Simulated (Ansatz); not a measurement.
**Tl: isotropic strain −0.50 %**

The reference is Tl in the hcp (Mg type) structure (space group P6_3/mmc, No. 194; a = 3.476 Å, c = 5.472 Å; relaxed with 0.1 eV smearing).

One thing is altered: every lattice vector is shortened by 0.50 %, atoms relaxed at fixed cell.

All numbers come from plane-wave PAW DFT at the PBEsol level (Ansatz, a quantum-chemistry and plane-wave program, 420 eV), spin-orbit coupling left out. k-mesh 19×19×11 (Γ-centred); smearing 0.1 eV (Fermi–Dirac).

```json
[
 {"quantity": "volume per atom", "base": "28.63 Å³", "changed": "28.20 Å³", "shift": "-0.43 Å³"},
 {"quantity": "space group", "base": "P6_3/mmc (No. 194)", "changed": "P6_3/mmc (No. 194)", "shift": "–"},
 {"quantity": "shortest interatomic distance", "base": "339.3 pm", "changed": "337.6 pm", "shift": "-1.7 pm"},
 {"quantity": "energy relative to the base (free energy F)", "base": "0 meV/atom", "changed": "+0.7 meV/atom", "shift": "+0.7 meV/atom"},
 {"quantity": "pressure (mean of the normal stresses, compression positive)", "base": "0.0 GPa", "changed": "0.6 GPa", "shift": "+0.6 GPa"},
 {"quantity": "band gap", "base": "zero", "changed": "zero", "shift": "–"}
]
```

Final structure:

```
CELL_PARAMETERS angstrom
      3.45868     0.00000     0.00000
     -1.72934     2.99530     0.00000
      0.00000     0.00000     5.44416
ATOMIC_POSITIONS crystal
  Tl 0.66667 0.33333 0.75000
  Tl 0.33333 0.66667 0.25000
```

Cost of the whole job for the changed cell (relaxation, final SCF and bands): roughly 19 core-seconds.

Stability against distortions was not tested.
